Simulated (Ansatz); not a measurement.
Worked example: zone-centre phonon calculation of AuAl₂ (Fm-3m, 3 atoms in the cell) in Ansatz (a program for electronic structure).

Computed with PBE (plane waves, PAW; Ansatz).

```
CELL_PARAMETERS angstrom
      0.00000     3.01500     3.01500
      3.01500     0.00000     3.01500
      3.01500     3.01500     0.00000
ATOMIC_POSITIONS crystal
  Al 0.25000 0.25000 0.25000
  Al 0.75000 0.75000 0.75000
  Au 0.00000 0.00000 0.00000
```

Reference input (self-consistent single point, DFT, PBE, plane waves, default PAW files): basis.ecutwfc = 30.9 Ry; kpoints.mp_grid.grid = 10 10 10; hamiltonian.xc = pbe; hamiltonian.pseudopotentials = {kind: paw} (the program's default PAW files); scf.occupations.method = fermi_dirac; scf.occupations.width = 0.0073 Ry. This run's input differs from it in these lines:

Ansatz 0.2 input:
```diff
@@ -13,3 +13,3 @@
 kpoints:
-  mp_grid: { grid: [10, 10, 10] }
+  mp_grid: { grid: [9, 9, 9] }
 hamiltonian:
@@ -19,6 +19,4 @@
   occupations: { method: fermi_dirac, width: 0.0073 Ry }
-output:
-  forces: true
-  eigenvalues: true
-  stress: true
+phonons:
+  method: dfpt
```

Log, with long lists cut:

```
SCF iter   1: F=—  HF=-14225.644800 eV  |F-HF|=—  |Δ(HF+E_count)|=         —  Δρ=2.51e-3  dr2=3.20e-3  ethr=1.77e-3  ⟨swp⟩=5.3  Hψ=6396  notcnv=0
all-band conjugate gradients solve this SCF's bands
preconditioner: auto → Kerker (q_TF=auto, 2.394 Å⁻¹)
SCF iter   2: F=—  HF=-14225.645301 eV  |F-HF|=—  |Δ(HF+E_count)|=   5.01e-4  Δρ=1.16e-3  dr2=7.28e-4  ethr=1.28e-5  ⟨swp⟩=2.1  Hψ=2342  notcnv=0
   [... lines left out ...]
SCF iter   6: F=—  HF=-14225.645878 eV  |F-HF|=—  |Δ(HF+E_count)|=   4.32e-6  Δρ=1.21e-5  dr2=8.08e-8  ethr=9.67e-9  ⟨swp⟩=2.0  Hψ=1886  notcnv=0
SCF iter   7: F=—  HF=-14225.645878 eV  |F-HF|=—  |Δ(HF+E_count)|=   1.25e-8  Δρ=1.47e-6  dr2=9.73e-10  ethr=3.23e-10  ⟨swp⟩=2.7  Hψ=2067  notcnv=0
SCF iter   8: F=—  HF=-14225.645878 eV  |F-HF|=—  |Δ(HF+E_count)|=  3.46e-10  Δρ=3.25e-7  dr2=5.18e-11  ethr=3.89e-12  ⟨swp⟩=2.2  Hψ=1991  notcnv=0
SCF iter   9: F=-14225.645878 eV  HF=-14225.645878 eV  |F-HF|=5.46e-12  |Δ(HF+E_count)|=  3.27e-11  Δρ=4.14e-8  dr2=7.61e-13  ethr=1.00e-12  ⟨swp⟩=5.9  Hψ=5336  notcnv=0
SCF 1 converged in 9 iterations: F = -14225.645878 eV  dr2 = 7.61e-13
DFPT response loops at Γ: preconditioner auto → Kerker (q_TF=auto, 2.394 Å⁻¹) (partly filled bands, converged f_vac=0.002) …
Free energy (F): -14225.645878 eV
Internal energy: -14225.612793 eV  (E = F + TS)
E sigma→0 (E₀):  -14225.629335 eV
Entropy (-TS):   -0.033085 eV (-11.028 meV/atom)
Fermi energy:    11.065822 eV
--- Phonons (Γ-DFPT): 2 representative perturbations + reference, on 75 of 729 k-points (Σ response iterations 6) ---
  k mesh reduced under 8 symmetry operations, with k and −k counted as one. Each operation leaves every solved displacement unchanged or reverses it
  ASR residual: 3.014e-5 → 0.000e0 eV/Å²; symmetrization residual: 2.782e-6 eV/Å²
  ASR residual per site (eV/Å²): 9.35e-6 9.35e-6 3.01e-5
  Γ frequencies (cm⁻¹): 0.00 0.00 0.00 225.31 225.31 225.31 254.67 254.67 254.67
  non-analytic LO–TO correction: not included (Born effective charges unavailable; polar crystals: no LO–TO splitting at Γ)
```

The run converged in 9 iterations. 

Summary of the result:
```
Item                                                                                      Value
--------------------------------------------------------  -------------------------------------
Free energy E − TS (on the zero of these files)                                  -14225.6459 eV
Fermi level (on the code's own zero)                                                   11.07 eV
Zone-centre frequencies (cm⁻¹; negative means imaginary)  0, 0, 0, 225, 225, 225, 255, 255, 255
```

The starting cell has typed, rounded lattice constants, without a prior relaxation at this level. Its lattice was rescaled by up to half a per cent.
